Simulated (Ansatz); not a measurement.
Response to strain in TiO2

The parent structure is TiO2 in the anatase structure (space group I4_1/amd, No. 141; a = 3.770 Å, c = 9.552 Å).

Strains are applied to the cell and any free atomic positions relax.

Calculations: PBEsol in Ansatz (plane waves to 420 eV, PAW, without spin-orbit coupling).

Candidates:
(a) isotropic strain +1.80 %
(b) isotropic strain +0.60 %
(c) isotropic strain +2.40 %
(d) isotropic strain +3.00 %
(e) isotropic strain +1.20 %

For the base:

The smallest direct gap is 2.44 eV.

Task: Order them by smallest direct gap, lowest first.

Result: (d) isotropic strain +3.00 % (2.25 eV), (c) isotropic strain +2.40 % (2.29 eV), (a) isotropic strain +1.80 % (2.33 eV), (e) isotropic strain +1.20 % (2.37 eV), (b) isotropic strain +0.60 % (2.41 eV)

No phonon test of stability was made. The final runs are not spin-polarised.

Ansatz is a quantum-chemistry and plane-wave program.
